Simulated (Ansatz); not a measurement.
We consider GaSb (model structure, P6₃/mmc, No. 194, 4 atoms in the cell), described by LDA (plane waves, PAW; Ansatz, a program for electronic structure).

Run with plane-wave cutoff 520 eV, 18×18×10 k mesh (along the axes of the cell as run), Fermi–Dirac smearing 0.05 eV, scalar-relativistic PAW data made under PBE.

Cell (relaxed at this level):

```cif
data_Ga2Sb2
_chemical_formula_sum 'Ga2 Sb2'
_space_group_name_H-M_alt 'P 1'
_space_group_IT_number 1
_cell_length_a 3.87119
_cell_length_b 3.87119
_cell_length_c 6.98147
_cell_angle_alpha 90.000
_cell_angle_beta 90.000
_cell_angle_gamma 120.000
loop_
_space_group_symop_operation_xyz
  'x, y, z'
loop_
_atom_site_label
_atom_site_type_symbol
_atom_site_fract_x
_atom_site_fract_y
_atom_site_fract_z
_atom_site_occupancy
Ga1 Ga 0.00000 0.00000 0.00000 1
Ga2 Ga 0.00000 0.00000 0.50000 1
Sb1 Sb 0.33333 0.66667 0.25000 1
Sb2 Sb 0.66667 0.33333 0.75000 1
```

Question: What does this level give for the bulk modulus?

Answer: 
- bulk modulus = 65.1 GPa

The run finds no gap.

Note: the bulk modulus is −V dP/dV from two relaxed cells at ±2 % in volume; the relaxation could raise the start's symmetry but not lower it, so the cell can be a saddle point.

Spin–orbit coupling is not included; it can open a gap where bands touch, and shift volumes and moduli.

Static lattice: no zero-point or thermal effects.

Cost on a shared machine: about 10 core-minutes (a rough figure).

A model structure was made by putting elements into a prototype or built by hand; it is no filed structure, need not be a known phase, and can be a saddle point held by its symmetry.
